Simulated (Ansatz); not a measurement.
C on the 1x1 (111) surface of fcc Al, one in a 1x1 cell, energies for each (7.1 Å²). Energies are against an atom of graphite, without zero-point or thermal terms; each row is named by its start.

Method: PBE (plane waves to 420 eV, PAW; Ansatz, a quantum-chemistry and plane-wave program).

Model: 5-atom slab, 7.0 Å thick at the start under the adsorbate (thin: gaps and levels are the slab's own), 12x12x1 mesh, Fermi-Dirac 0.1 eV, dipole correction, 2 atoms held, the rest relaxed; each run with such symmetry as its start has; spin-polarised, no spin-orbit, no U, no dispersion correction.

A negative adsorption energy means that the adsorbate is more stable on the surface than in its reference. Heights count from the host atoms within 0.3 Å of the top one.

```
starting site                           E_ads (eV)  height (Å)  nearest host atom (Å)  bonded to  Δ work function (eV)  lateral drift (Å)  moment (μB)
--------------------------------------  ----------  ----------  ---------------------  ---------  --------------------  -----------------  -----------
top Al                                        4.89        1.99                Al 1.99         Al                  3.44                0.0          0.0
hollow Al-Al-Al over Al at depth 2.3 Å        3.37        1.00                Al 1.93       3 Al                  2.69                0.0          0.0
hollow Al-Al-Al over Al at depth 4.6 Å        3.38        1.06                Al 1.96       3 Al                  2.93                0.0          0.0
bridge Al-Al (span 2.9 Å)                     3.38        1.06                Al 1.96       3 Al                  2.93                0.8          0.0
```
